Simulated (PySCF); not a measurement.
PySCF 2.14.0, B3LYP/def2-tzvp, df: Be(Cl)2 ([Cl][Be][Cl]), 3 atoms. The geometry is a generated start, not checked to be a minimum at this level.

```
Quantity                       Value
-------------------  ---------------
task                          energy
method                         b3lyp
basis                      def2-tzvp
two-electron scheme  density fitting
mol.max_memory               3000 MB
mf.max_cycle                     100
mf.init_guess        minao (default)
mf.DIIS              CDIIS (default)
mf.diis_space            8 (default)
mf.conv_tol          1e-09 (default)
mf.grids.level           3 (default)
basis functions                   93
grid points                    51488
```

```xyz
3

Be    -0.0014     0.0009    -0.0008
Cl     1.2640     0.3074    -1.1879
Cl    -1.2626    -0.3082     1.1887
```

One run each on 2 threads, 1 BLAS thread. Values of level_shift (Hartree) tried: 0 (default), 0.1, 0.3, 1.

Question: Predict the course of the Fock builds along this series.

Answer: Fewest Fock builds: 0 (default) with 9. The count rises to 32 at 1. All converge to one solution.

```tsv
level_shift (Hartree)	Fock builds	end
0 (default)	9	same solution
0.1	11	same solution
0.3	15	same solution
1	32	same solution
```
